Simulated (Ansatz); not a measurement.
**Response to strain in W**

Start from W in the bcc (W type) structure (space group Im-3m, No. 229; a = 3.1542 Å; relaxed with 0.1 eV smearing).

Strains are applied to the cell and any free atomic positions relax.

Level of theory: PBEsol/PAW in Ansatz (an electronic-structure program), spin-orbit coupling left out.

Candidates:
(a) isotropic strain −2.00 %
(b) isotropic strain +0.50 %
(c) isotropic strain +3.00 %
(d) isotropic strain −3.00 %

Notes on the quantities. energy relative to the base: free energy F.

Question: Order them by energy relative to the base, highest first.

Answer: (d) isotropic strain −3.00 % (+141 meV/atom), (c) isotropic strain +3.00 % (+117 meV/atom), (a) isotropic strain −2.00 % (+61 meV/atom), (b) isotropic strain +0.50 % (+3.5 meV/atom)

No phonon test of stability was made. The final runs are not spin-polarised.
